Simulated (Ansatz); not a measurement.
**Carrier doping in GaN**

The reference is GaN in the rock salt structure (space group Fm-3m, No. 225; a = 4.219 Å).

Carriers are added at fixed cell with a uniform background; the Fermi–Dirac width is that of 300 K.

The values are results of PBEsol, PAW, 420 eV (Ansatz, a program for electronic structure; no SOC), not measurements.

Notes on the quantities. Fermi level from band edge: Fermi level relative to the doped band's edge (positive inside the band; to 0.05 eV).

| electron density (10^21 cm⁻³) | Fermi level from band edge (eV) |
|---|---|
| 0.5 | 0.40 |
| 1.5 | ? |
| 5 | 1.60 |
| 20 | 3.15 |

Q: Fit E_F = C n^s, fitted as a line in log–log form (a parabolic band gives s = 2/3) to the rows shown and predict the withheld row.

A: Least squares on the printed values gives C = 0.61 eV, s = 0.56 (largest residual 0.13 eV); this predicts 0.76 eV, and the run gives 0.80 eV, in agreement.

Charged cell with a jellium background: band edges are those of the host's band count, energies are not comparable with the neutral cell, and many-body gap narrowing is missing. Whether these cells are dynamically stable was not tested. This is not the structure that GaN has at room temperature and ambient pressure.
